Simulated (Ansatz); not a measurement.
Start from HfO₂ in the CdI2 type structure (space group P-3m1, No. 164; a = 3.2267 Å, c = 4.5570 Å; a hypothetical phase, not in the database extracts checked; layered, stacked along the Cartesian z axis).

Method: r2SCAN+rVV10 (Ansatz, an electronic-structure program), scalar-relativistic without spin-orbit coupling, earlier PAW set.

Before the change:

The gap between the host's bands is 4.92 eV. The gap character is indirect, K–Γ (71 % along) → K.

Modification: 0.0616 electrons added to each cell, a density of 1.5×10^21 cm⁻³, with a uniform compensating background at fixed cell and a 300 K Fermi–Dirac width.

**Question.** What does the calculation give for the Fermi level from band edge after the change?

**Answer.** The Fermi level relative to the doped band's edge (positive inside the band; to 0.05 eV) amounts to +0.10 eV.

**Question.** Estimate the effect on the gap between the host's bands.

**Answer.** The gap between the host's bands rises by 0.02 eV, from 4.92 eV to 4.94 eV.

**Question.** Predict the new gap character.

**Answer.** The gap character is still indirect, K–Γ (71 % along) → K.

Carriers are added with a uniform compensating background; total energy and stress of such cells depend on the potential's zero and are not compared; many-body gap narrowing is missing at this level. Spin-orbit coupling, missing from the scalar runs, can matter with Hf. Stability against distortions was not tested.
